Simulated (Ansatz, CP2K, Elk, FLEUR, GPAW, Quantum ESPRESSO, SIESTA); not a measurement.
# ZrZn (P1, 2 atoms in the cell) computed with different codes at matched settings

Self-consistent single point, at a second geometry (atoms moved at random). First geometry:

```yaml
crystal:
  lattice:
    - [3.26049, 0.00000, 0.00000]
    - [0.00000, 3.26049, 0.00000]
    - [0.00000, 0.00000, 3.26049]
  atoms:
    - { symbol: Zr, position: [0.50000, 0.50000, 0.50000] }
    - { symbol: Zn, position: [0.00000, 0.00000, 0.00000] }
```

Second geometry:
```yaml
crystal:
  lattice:
    - [3.26049, 0.00000, 0.00000]
    - [0.00000, 3.26049, 0.00000]
    - [0.00000, 0.00000, 3.26049]
  atoms:
    - { symbol: Zr, position: [0.48828, 0.48896, 0.50928] }
    - { symbol: Zn, position: [0.01172, 0.01104, 0.99072] }
```

Shared settings, as Ansatz (a first-principles code) writes them: kpoints.mp_grid.grid = 7 7 7; scf.occupations.method = fermi_dirac; scf.occupations.width = 0.0073 Ry. Potentials and cutoffs stand in the table.

```json
[
 {"code": "Quantum ESPRESSO", "model": "PBEsol, PseudoDojo standard norm-conserving (PBESOL) pseudopotentials", "ΔF from the first geometry (meV/atom)": "18.8", "pressure (GPa)": "4.11", "largest force (eV/Å)": "0.629", "cutoff": "85 Ry"},
 {"code": "CP2K", "model": "PBEsol, GPW, DZVP-MOLOPT-SR-GTH basis, GTH-PBE potentials (GTH_POTENTIALS)", "ΔF from the first geometry (meV/atom)": "18.0", "pressure (GPa)": "4.85", "largest force (eV/Å)": "0.655", "cutoff": "grid 600 Ry"},
 {"code": "SIESTA", "model": "GGA PBEsol, numerical atomic orbitals DZP, PseudoDojo PBEsol standard norm-conserving potentials (rewritten from UPF to PSML)", "ΔF from the first geometry (meV/atom)": "16.6", "pressure (GPa)": "0.51", "largest force (eV/Å)": "0.577", "cutoff": "grid 400 Ry"},
 {"code": "GPAW", "model": "PBEsol, GPAW PAW datasets PBEsol (made by gpaw-setup)", "ΔF from the first geometry (meV/atom)": "18.9", "pressure (GPa)": "3.87", "largest force (eV/Å)": "0.631", "cutoff": "850 eV"},
 {"code": "Ansatz", "model": "PBEsol, PAW files made with PBE", "ΔF from the first geometry (meV/atom)": "18.9", "pressure (GPa)": "4.12", "largest force (eV/Å)": "0.633", "cutoff": "default"},
 {"code": "FLEUR", "model": "PBEsol, all-electron FLAPW (FLEUR), scalar-relativistic valence", "ΔF from the first geometry (meV/atom)": "19.4", "pressure (GPa)": "–", "largest force (eV/Å)": "0.642", "cutoff": "Kmax 4 1/bohr"},
 {"code": "Elk", "model": "PBEsol, all-electron FP-LAPW, Elk's shipped species files, APW+lo basis with extra local orbitals", "ΔF from the first geometry (meV/atom)": "18.8", "pressure (GPa)": "–", "largest force (eV/Å)": "–", "cutoff": "rgkmax 8"}
]
```

A dash marks a value that a program does not give, or that is left out as unsure.

The spread over the programs that give each value: ΔF from the first geometry within 2.8 meV/atom; pressure within 4.34 GPa; largest force within 0.078 eV/Å.

CP2K and SIESTA use small atom-centred bases, whose incompleteness enters pressures, forces and empty levels differently from a plane-wave cutoff. FLEUR and Elk treat all electrons, but the usual bases taken here (sphere radii, linearisation, local orbitals, empty states) were not tested for convergence, so the values are no reference for the others. Ansatz's pressure is given at a fixed set of plane waves, as the other plane-wave codes print theirs; with its correction for the finite basis it is 4.16 GPa. In the pressure, SIESTA (by 3.59) lies more than 1 GPa from the median of the plane-wave programs.

The starting cell comes from a database of computed structures (which also holds hypothetical and non-ambient phases and stackings), without a prior relaxation at this level. Its lattice was rescaled by a random factor within 2.5 % of one. For this run, on top of that: atoms moved at random.

Keys are those of Ansatz 0.2.
